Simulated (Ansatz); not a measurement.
We consider CsCl-type CsBr, described by r²SCAN (Ansatz, a quantum-chemistry and plane-wave program, plane waves, PAW).

Total energies, extrapolated to zero smearing (they compare only within this program, potentials and cutoff; free atoms with spin allowed, lowest state found):

```
system                   energy (eV/atom)
-----------------------  ----------------
CsCl-type CsBr, relaxed        -4241.4188
free Cs atom                   -5685.2444
free Br atom                   -2791.5286
```

Problem. Work out the cohesive energy per atom.

Solution. E_coh = [1 × (-5685.2444) + 1 × (-2791.5286)]/2 − (-4241.4188) = 3.03 eV/atom. The reference value is 3.09 ± 0.03 eV/atom (worked out here from tabulated enthalpies at 298 K, copied from a table, unchecked, brought to a static lattice with a Debye model, atoms in their spin–orbit ground levels; inputs from the CRC Handbook), not set against a level without spin–orbit coupling.

Spin–orbit coupling is left out; its size isn't shown.

The PAW data were made under PBE.
